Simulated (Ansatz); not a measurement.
Defect: interstitial Cu in rutile SnO2, charge state +1. Computed with PBE, PAW (plane waves to 420 eV; Ansatz, an electronic-structure program).

72-site cell at the relaxed PBE lattice, one k-point at (0.250, 0.250, 0.250), smearing 0.01 eV, spin-restricted, no finite-size correction. No zero-point or tunnelling terms. The charge state is imposed; whether it is stable for some Fermi level was not computed. Sites that were not tried may lie lower.

Barriers: single points on a 2×2×2 k-point mesh shifted by half a step at the bands' geometries.

The step: Cu moves alone to another site. Atoms about the jump, Cartesian Å from the middle of the jump, before and after:

| atom | x0 | y0 | z0 | x1 | y1 | z1 |
|---|---|---|---|---|---|---|
| Cu1 | 1.21 | 1.21 | 0.00 | -1.21 | -1.21 | 0.00 |
| O2 | 0.29 | -0.27 | 3.21 | 0.27 | -0.29 | 3.22 |
| O3 | 0.18 | -0.38 | 0.00 | 0.38 | -0.19 | 0.00 |
| Sn4 | 1.23 | -1.29 | 1.65 | 1.29 | -1.23 | 1.65 |
| O5 | -2.17 | 0.27 | 1.65 | -2.15 | 0.29 | 1.59 |
| O6 | -0.28 | 2.14 | 1.59 | -0.27 | 2.17 | 1.65 |
| O7 | -0.26 | -2.72 | 1.63 | -0.27 | -2.70 | 1.59 |
| O8 | 2.71 | 0.26 | 1.59 | 2.72 | 0.26 | 1.63 |
| Sn9 | -1.19 | 1.21 | 3.24 | -1.21 | 1.19 | 3.24 |
| Sn10 | -1.41 | 1.21 | 0.00 | -1.21 | 1.41 | 0.00 |
| O11 | 2.16 | -2.15 | 3.27 | 2.15 | -2.16 | 3.27 |
| O12 | 2.15 | -2.15 | 0.00 | 2.15 | -2.15 | 0.00 |
| Sn13 | 1.19 | -1.19 | 4.86 | 1.19 | -1.19 | 4.86 |
| Sn14 | 1.23 | -1.29 | -1.65 | 1.29 | -1.23 | -1.65 |

Give the saddle-point geometry and the barrier.


```
atom      x      y      z
----  -----  -----  -----
Cu1    0.15  -0.15   1.60
O2     0.17  -0.16   3.42
O3     0.16  -0.17  -0.22
Sn4    1.79  -1.79   1.60
O5    -2.13   0.31   1.60
O6    -0.31   2.13   1.60
O7    -0.15  -2.78   1.60
O8     2.78   0.15   1.60
Sn9   -1.31   1.31   3.30
Sn10  -1.31   1.31  -0.10
O11    2.23  -2.23   3.45
O12    2.23  -2.23  -0.25
Sn13   1.16  -1.16   4.88
Sn14   1.16  -1.16  -1.68
```
It lies 1.47 eV above the start and 1.47 eV above the end. The saddle point's order was not checked, and it lies on a symmetry element of the cell, where a band can be held. Symmetry-equivalent saddle points exist between the same ends.
